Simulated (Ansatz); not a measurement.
Start from KTaO3 in the cubic perovskite structure (space group Pm-3m, No. 221; a = 4.024 Å).

One thing is altered: a hydrostatic pressure of 1.8 GPa.

Levels (all Ansatz, a quantum-chemistry and plane-wave program, PAW): PBE (420 eV, scalar-relativistic without spin-orbit coupling); r2SCAN (500 eV, no SOC); HSE06 (420 eV, no spin-orbit coupling); PBE+SOC (420 eV, spin-orbit coupling included).

One geometry, relaxed with PBE, under each level:

Notes on the quantities. electron mass: degenerate bands, along [100]; hole mass: degenerate bands, along [100].

```json
[
 {"level": "PBE", "band gap": "2.18 eV", "lowest conduction level above the VBM at special points": "Γ 2.18 eV; X 2.33 eV; M 4.97 eV; R 6.35 eV", "electron mass": "–", "hole mass": "–", "pressure": "1.80 GPa"},
 {"level": "r2SCAN", "band gap": "2.58 eV", "lowest conduction level above the VBM at special points": "Γ 2.58 eV; X 2.73 eV; M 5.36 eV; R 6.77 eV", "electron mass": "–", "hole mass": "–", "pressure": "-3.28 GPa"},
 {"level": "HSE06", "band gap": "[?]", "lowest conduction level above the VBM at special points": "[?]", "electron mass": "–", "hole mass": "–", "pressure": "–"},
 {"level": "PBE+SOC", "band gap": "2.04 eV", "lowest conduction level above the VBM at special points": "Γ 2.04 eV; X 2.32 eV; M 4.82 eV; R 6.20 eV", "electron mass": "0.27, 0.76 mₑ (at Γ)", "hole mass": "1.0, 2.8 mₑ (at R)", "pressure": "1.61 GPa"}
]
```

Problem. Give the withheld HSE06 results.

Solution. 
- HSE06, band gap: 3.53 eV
- HSE06, lowest conduction level above the VBM at special points: Γ 3.53 eV; X 3.69 eV; M 6.54 eV

Single points use the geometry relaxed with PBE. Their cutoffs differ, which shifts pressures a little. The hybrid gap comes from the SCF mesh plus the semilocal run's edge points and a few special points and is an upper bound. The spin-orbit shifts are approximate. With Ta present, leaving out spin-orbit coupling can change the band edges. Load acts through the strain it causes; cell and atoms are relaxed under it. Effective masses come from finite differences of ±0.01 Å⁻¹. No phonon test of stability was made.
